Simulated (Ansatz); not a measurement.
**How far to go with the k-point mesh at a smearing width of 0.05 eV: Sb (Im-3m, 1 atom in the cell)**

```
Sb
1.0
   -1.86198     1.86198     1.86198
    1.86198    -1.86198     1.86198
    1.86198     1.86198    -1.86198
Sb
1
Direct
  0.00000   0.00000   0.00000
```

Level of theory: LDA (PW92), default PAW files made with PBE (plane waves; Ansatz, a program for electronic structure).

Base settings: basis.ecutwfc = 420 eV; kpoints.mp_grid.grid = 12 12 12; hamiltonian.xc = lda; hamiltonian.pseudopotentials = {kind: paw} (the program's default PAW files); scf.occupations.method = gaussian; scf.occupations.width = 0.1 eV.

In this ladder: scf.occupations.width = 0.05 eV.

The second cell is the first with its lattice scaled by 0.98.

Only quantities that move along the ladder and can be compared are tabulated.

The count of work is k-points × plane waves × bands × iterations; it is no time. 

The starting cell comes from a database of computed structures (which also holds hypothetical and non-ambient phases and stackings), without a prior relaxation at this level. Its lattice was rescaled by up to half a per cent. Ansatz's pressure includes its estimate of the finite-basis (Pulay) stress.

Steps (kpoints.mp_grid.grid): 4 4 4; 5 5 5; 6 6 6; 8 8 8; 9 9 9; 11 11 11; 14 14 14; 16 16 16; 20 20 20; 24 24 24; 29 29 29.

What is the coarsest kpoints.mp_grid.grid that holds the energy of the compressed cell less the first within 2 meV/atom?

Not settled: the last two steps still differ by 1.6 meV/atom, over half the tolerance, so the ladder does not show it.

What is the coarsest kpoints.mp_grid.grid that holds the free energy within 5 meV/atom of the last step, with all finer ones?

11 11 11, at 0.071 of the last step's count of work; the step before is off by 19 meV/atom.

What is the coarsest kpoints.mp_grid.grid that holds the pressure within 0.5 GPa of the last step, with all finer ones?

14 14 14, at 0.13 of the last step's count of work; the step before is off by 0.67 GPa.

```tsv
kpoints.mp_grid.grid	free energy less the last step's (meV/atom)	energy of the compressed cell less the first (meV/atom)	pressure (GPa)	count of work / last
4 4 4	87.58	-12.51	-3.41	0.010
5 5 5	42.70	-0.76	-2.08	0.015
6 6 6	65.48	21.88	0.04	0.024
8 8 8	22.63	7.95	-1.43	0.037
9 9 9	-18.77	12.90	-1.01	0.044
11 11 11	-1.03	6.79	-1.53	0.071
14 14 14	-3.90	11.75	-1.06	0.13
16 16 16	2.68	11.77	-0.95	0.21
20 20 20	1.59	11.72	-0.95	0.38
24 24 24	-0.23	11.47	-1.02	0.61
29 29 29	0.00	13.07	-0.86	1.0
```

Two neighbours can agree and both be off: 14 14 14 and 16 16 16 differ by 0.02 meV/atom in the energy of the compressed cell less the first, yet lie about 1.3 meV/atom from the last step.

Keys are those of Ansatz 0.2.
